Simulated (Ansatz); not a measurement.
# Cr under a change: Cr → Ag

Consider Cr in the bcc (W type) structure (space group Im-3m, No. 229; a = 2.831 Å; non-magnetic).

Perturbation: full substitution Cr → Ag, then cell and atoms are relaxed.

Level of theory: Ansatz (a first-principles code), r2SCAN, PAW, cutoff 500 eV, scalar-relativistic without spin-orbit coupling, earlier PAW set. Γ-centred 20×20×20 mesh, Fermi–Dirac width 0.05 eV, for the changed cell.

The volume per atom increases by 6.11 Å³, from 11.34 Å³ to 17.45 Å³ and the density increases by 2.65 g/cm³, from 7.61 g/cm³ to 10.26 g/cm³. The shortest interatomic distance increases by 37.86 pm (245.2 pm → 283.0 pm) and the band gap stays zero.

Whether these cells are dynamically stable was not tested. For Ag in this form, whether it has been made was not checked. Seeded moments were not kept for the base. The final runs are not spin-polarised. Real Cr is antiferromagnetic at low temperature and ambient pressure, an order that this cell doesn't hold. This is not the structure that Ag has at room temperature and ambient pressure.
